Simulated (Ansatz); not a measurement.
# Defect calculation: Al_Ga in wurtzite GaN

Calculation: PBE, PAW (plane waves to 420 eV; Ansatz, a program for electronic structure). The supercell holds 96 host sites (3×2×2 repeats of the unit cell), with a 2×2×2 shifted k-point sampling for the final energies. Site at the start: the Ga site. Energies of charged states are corrected for periodic images (point charge plus alignment at distant sites). Dielectric constants: PBE linear response of the host. Host gap at this level: 1.71 eV. A cell of this size leaves errors of a few tenths of an eV. Levels are measured in PBE's own, too narrow, gap. Spin–orbit coupling is left out. Each state is the lowest found from its start.

Formation energies E_f are given with the Fermi level at the valence-band maximum. Chemical conditions: Ga-rich (Δμ(Ga) = 0.00 eV, Δμ(Al) = -1.85 eV, bounded by wurtzite AlN; only phases computed here count, gases as isolated molecules at 0 K); N-rich (Δμ(Ga) = -0.88 eV, Δμ(Al) = -2.74 eV, bounded by wurtzite AlN; only phases computed here count, gases as isolated molecules at 0 K). Reference phases: Al: fcc Al, Ga: alpha gallium.

```
charge         moment (μB)  largest move off a lattice site (Å)  image correction with alignment (eV)  E_f, Ga-rich (eV)  E_f, N-rich (eV)
------  ------------------  -----------------------------------  ------------------------------------  -----------------  ----------------
+1*               quenched                                 0.06                                     –                  –                 –
0       not spin-polarised                                 0.06                                  0.00               0.04              0.04
−1*               quenched                                 0.06                                     –                  –                 –
```

* At this level the carrier isn't localised at the defect: at charge +1 holes occupy the valence band; at charge −1 electrons occupy the conduction band. Such a state is shallow or no state of the defect, and this cell gives it no level.

Starting moments that weren't kept: charge +1 began with 1 μB and ended with 0.0; charge −1 began with 1 μB and ended with 0.0.

Flagged in the runs: a host whose relaxation on this sampling wasn't shown to rest.
